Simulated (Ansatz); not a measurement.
Base system: CdS in the zinc blende structure (space group F-43m, No. 216; a = 5.8791 Å).

Levels (all Ansatz, an electronic-structure program, PAW, earlier PAW set): r2SCAN (500 eV, scalar-relativistic without spin-orbit coupling); HSE06+SOC (420 eV, with spin-orbit coupling).

The geometry is relaxed with r2SCAN.

```
Quantity                                    Value
----------------------------  -------------------
r2SCAN valence-band top at Γ  0.00, 0.00, 0.00 eV
r2SCAN band gap                           1.54 eV
```

With HSE06+SOC at the same geometry, the valence-band top at Γ (three highest Kramers pairs, from the VBM) changes from 0.00, 0.00, 0.00 eV to 0.00, 0.00, -0.06 eV; the band gap rises by 0.54 eV to 2.08 eV. The threefold valence maximum splits by Δso ≈ 0.06 eV.

Single points use the geometry relaxed with r2SCAN. Differences between runs with and without spin-orbit coupling are approximate. Whether these cells are dynamically stable was not tested.
